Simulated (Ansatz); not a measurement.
# A computed series for CdTe: pressure series

The reference is CdTe in the zinc blende structure (space group F-43m, No. 216; a = 6.409 Å).

Cell and atoms are relaxed at each pressure.

The values are results of Kohn–Sham DFT with the LDA functional, run in Ansatz (a program for electronic structure) with PAW and 420 eV plane waves, scalar-relativistic without spin-orbit coupling, not measurements.

```tsv
pressure (GPa)	volume per atom (Å³/atom)
-2	34.560
-1	33.664
0	32.901
0.9	32.293
2.1	31.574
4.5	30.354
9	28.616
15	?
30	24.142
```

Fit the third-order Birch–Murnaghan form P(V) = (3B₀/2)[(V₀/V)^(7/3) − (V₀/V)^(5/3)]·[1 + (3/4)(B₀′ − 4)((V₀/V)^(2/3) − 1)] (squares taken in P) to the rows shown and predict the withheld row.

Least squares on the printed values gives V₀ = 32.905 Å³/atom, B₀ = 46.1 GPa, B₀′ = 4.7; this predicts 26.909 Å³/atom, and the run gives 26.916 Å³/atom, 0.007 higher.

Measured bulk modulus of CdTe: 43.7 GPa (room temperature; as listed in Elmahjoubi et al., arXiv (2023)); the computed value is for a static lattice, so the two differ by thermal effects too.

Load acts through the strain it causes; cell and atoms are relaxed under it. Stability against distortions was not tested. Measured, CdTe leaves this structure (for cinnabar) near 3.53 GPa (temperature not stated; as listed in Datta, Sujoy, Jana, Debnarayan, arXiv (2020)), on rising pressure, with hysteresis.
